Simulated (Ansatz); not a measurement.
LiCaMgSiN₃ (C2/m, No. 12; cell taken from a computed entry), treated with PBE0 (plane waves, PAW; Ansatz, an electronic-structure program).

Run with plane-wave cutoff 460 eV, 6×6×4 k mesh (along the axes of the cell as run), Fermi–Dirac smearing 0.01 eV, scalar-relativistic PAW data made under PBE.

Cell (relaxed with PBEsol):

```yaml
crystal:
  lattice:
    - [2.76991, -4.89983, 0.00519]
    - [2.76991, 4.89983, 0.00519]
    - [-0.74393, 0.00000, 5.93516]
  atoms:
    - { symbol: Li, position: [0.32414, 0.32414, 0.09222] }
    - { symbol: Li, position: [0.67586, 0.67586, 0.90778] }
    - { symbol: Ca, position: [0.31983, 0.68017, 0.50000] }
    - { symbol: Ca, position: [0.68017, 0.31983, 0.50000] }
    - { symbol: Mg, position: [0.23313, 0.76687, 0.00000] }
    - { symbol: Mg, position: [0.76687, 0.23313, 0.00000] }
    - { symbol: Si, position: [0.86910, 0.86910, 0.32169] }
    - { symbol: Si, position: [0.13090, 0.13090, 0.67831] }
    - { symbol: N, position: [0.19281, 0.19281, 0.38861] }
    - { symbol: N, position: [0.80719, 0.80719, 0.61139] }
    - { symbol: N, position: [0.10330, 0.39495, 0.80914] }
    - { symbol: N, position: [0.89670, 0.60505, 0.19086] }
    - { symbol: N, position: [0.60505, 0.89670, 0.19086] }
    - { symbol: N, position: [0.39495, 0.10330, 0.80914] }
```

Give the computed band gap and smallest direct gap on the k points sampled.


- band gap = 4.88 eV (on the SCF k mesh) (indirect)
- smallest direct gap on the k points sampled = 5.38 eV

Note: cell and atoms aren't relaxed at this level (pressure -0.6 GPa); this cell isn't known to be the ambient phase, and symmetry holds it in the calculation.

Computed values are for the static lattice.
